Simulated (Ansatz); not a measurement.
We consider W (model structure, started from the diamond type, Fd-3m, No. 227, 2 atoms in the cell), described by LDA (PAW; Ansatz, a program for electronic structure).

Numerical settings: plane-wave cutoff 520 eV, 16×16×16 k mesh, Fermi–Dirac smearing 0.05 eV, no spin polarisation, scalar-relativistic PAW data made under PBE.

Cell (relaxed at this level):

Space group Fd-3m, origin choice 1 (No. 227); a = 5.710 Å, b = 5.710 Å, c = 5.710 Å, α = 90.00°, β = 90.00°, γ = 90.00°

```tsv
atom	site	symmetry	x	y	z
W	8b	-43m	0.5000	0.5000	0.5000
```
(The calculation used a cell of 2 atoms; values per cell refer to that cell.)

**Question.** Give the computed bulk modulus.

**Answer.** 
* **bulk modulus**: 136 GPa

Note: the run has no spin polarisation, so it can have missed a magnetic state; the bulk modulus is −V dP/dV from two relaxed cells at ±2 % in volume; the relaxation could raise the start's symmetry but not lower it, so the cell can be a saddle point.

Spin–orbit coupling is not included.

Static lattice: no zero-point or thermal effects.

A model structure was made by putting elements into a prototype or built by hand; it is no filed structure, need not be a known phase, and can be a saddle point held by its symmetry.
